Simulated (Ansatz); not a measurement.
# What pressure 75 GPa does to MoS2

Consider MoS2 in the 2H-MoS2 type structure (space group P6_3/mmc, No. 194; a = 3.109 Å, c = 11.709 Å; layered, stacked along the Cartesian z axis).

Modification: a hydrostatic pressure of 75 GPa.

Computed with Ansatz (a first-principles code), PBEsol-D3(BJ), PAW, cutoff 420 eV, no spin-orbit coupling. Settings: 12×12×3 k-points, 0.05 eV Fermi–Dirac smearing.

- Density: 7.83 g/cm³ (base 5.42 g/cm³)
- Lattice parameter a: 277.5 pm (base 310.9 pm)
- c/a ratio: 3.668 (base 3.766)
- Shortest interatomic distance: 226.6 pm (base 238.0 pm)
- Enthalpy H = E + PV relative to the base's energy: +6.12 eV/atom
- Band gap: zero (base 0.52 eV)

The mesh was chosen for an insulator and is coarse for the gapless case. Load acts through the strain it causes; cell and atoms are relaxed under it. Whether these cells are dynamically stable was not tested. No other phases were tried under pressure. The final runs are not spin-polarised.
